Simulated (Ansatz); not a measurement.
Take GaP in the zinc blende structure (space group F-43m, No. 216) as the base.

```
CELL_PARAMETERS angstrom
      0.00000     2.72564     2.72564
      2.72564     0.00000     2.72564
      2.72564     2.72564     0.00000
ATOMIC_POSITIONS crystal
  P  0.75000 0.75000 0.75000
  Ga 0.00000 0.00000 0.00000
```

Level of theory: r2SCAN, PAW, 500 eV (Ansatz, a quantum-chemistry and plane-wave program; scalar-relativistic without spin-orbit coupling).

One change was made to it. Results:

The lattice parameter a goes up by 4.4 pm, from 545.1 pm to 549.5 pm; the band gap goes up by 0.039 eV, from 1.85 eV to 1.88 eV.

Problem. What was done to the base?
(A) pressure −1 GPa
(B) pressure 75 GPa
(C) pressure −2 GPa
(D) pressure 15 GPa

Solution. C, pressure −2 GPa. For comparison, the lattice parameter a in the other runs: pressure 75 GPa gives 480.0 pm; pressure −1 GPa gives 547.3 pm; pressure 15 GPa gives 522.2 pm.

Load acts through the strain it causes; cell and atoms are relaxed under it. No phonon test of stability was made. Measured, GaP leaves this structure (for a Cmcm phase) near 26 GPa (temperature not stated; as listed in Datta, Sujoy, Jana, Debnarayan, arXiv (2020)).
